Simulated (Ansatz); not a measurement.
Consider AlN in the wurtzite structure (space group P6_3mc, No. 186).

```yaml
crystal:
  lattice:
    - [3.10656, 0.00000, 0.00000]
    - [-1.55328, 2.69036, 0.00000]
    - [0.00000, 0.00000, 4.97805]
  atoms:
    - { symbol: Al, position: [0.33333, 0.66667, 0.99658] }
    - { symbol: Al, position: [0.66667, 0.33333, 0.49658] }
    - { symbol: N, position: [0.33333, 0.66667, 0.37822] }
    - { symbol: N, position: [0.66667, 0.33333, 0.87822] }
```

Cartesian axes are those of the cell as printed.

Calculations: r2SCAN, PAW, 500 eV (Ansatz, a quantum-chemistry and plane-wave program; spin-orbit coupling left out), earlier PAW set.

One thing is altered: uniaxial stress, 5 GPa tension along z; all other stress components relax to zero.

Q: Estimate the effect on the mean lateral Poisson ratio and secant Young's modulus along z.

A: The mean lateral Poisson ratio comes out as 0.18; the secant Young's modulus along z is 350 GPa.

Load acts through the strain it causes; cell and atoms are relaxed under it. Stability under load was not tested beyond the relaxation.
